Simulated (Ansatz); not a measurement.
B under a change: pressure −2 GPa

Take B (space group R-3m, No. 166; a = 4.8763 Å, c = 12.4993 Å (hexagonal axes)) as the base.

It is then changed as follows: a negative pressure, −2 GPa.

Level of theory: PBEsol in Ansatz (plane waves to 420 eV, PAW, scalar-relativistic without spin-orbit coupling). Settings: 7×7×7 k-points, 0.05 eV Fermi–Dirac smearing.

| quantity | base | changed | shift |
|---|---|---|---|
| density | 2.51 g/cm³ | 2.49 g/cm³ | -0.02 g/cm³ |
| c/a ratio | 2.563 | 2.562 | -0.001 |
| enthalpy H = E + PV relative to the base's energy | – | -0.09 eV/atom | – |
| band gap (an upper bound: an edge found on the path is not a true extremum; both cells) | 1.34 eV | 1.39 eV | +0.05 eV |

Final structure:

```
B
1.0
    2.44606     1.41223     4.17803
   -2.44606     1.41223     4.17803
    0.00000    -2.82447     4.17803
B
12
Cartesian
 -1.57422   0.90888   2.82004
  1.57422  -0.90888   9.71404
  0.00000  -1.81776   2.82004
  0.00000   1.81776   9.71404
  1.57422   0.90888   2.82004
 -1.57422  -0.90888   9.71404
 -1.00048   0.57762   4.48213
  1.00048  -0.57762   8.05195
  0.00000  -1.15525   4.48213
  0.00000   1.15525   8.05195
  1.00048   0.57762   4.48213
 -1.00048  -0.57762   8.05195
```

Load acts through the strain it causes; cell and atoms are relaxed under it. No phonon test of stability was made.

Ansatz is a quantum-chemistry and plane-wave program.
